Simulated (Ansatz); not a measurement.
**MgS (model structure, within 0.1 Å of Fm-3m, No. 225, 8 atoms in the cell)**

Calculation: PBEsol in Ansatz (plane waves, PAW).

Settings: plane-wave cutoff 520 eV, 6×16×16 k mesh (along the axes of the cell as run), Fermi–Dirac smearing 0.05 eV, scalar-relativistic PAW data made under PBE.

Cell (relaxed with PBEsol):

```yaml
crystal:
  lattice:
    - [10.36543, 0.00000, 0.00000]
    - [0.00000, 3.66414, 0.00000]
    - [0.00000, 0.00000, 3.66375]
  atoms:
    - { symbol: Mg, position: [0.12502, 0.25000, 0.24942] }
    - { symbol: Mg, position: [0.37498, 0.75000, 0.74942] }
    - { symbol: Mg, position: [0.87498, 0.75000, 0.75058] }
    - { symbol: Mg, position: [0.62502, 0.25000, 0.25058] }
    - { symbol: S, position: [0.87500, 0.25000, 0.25047] }
    - { symbol: S, position: [0.62500, 0.75000, 0.75047] }
    - { symbol: S, position: [0.12500, 0.75000, 0.74953] }
    - { symbol: S, position: [0.37500, 0.25000, 0.24953] }
```

```
Item                           Result
--------  ---------------------------
band gap  2.73 eV (on the SCF k mesh)
```

Computing time: roughly 100 core-seconds.

A model structure was made by putting elements into a prototype or built by hand; here it ended with the formula and space group of a phase in our tables.

Ansatz is an electronic-structure program.
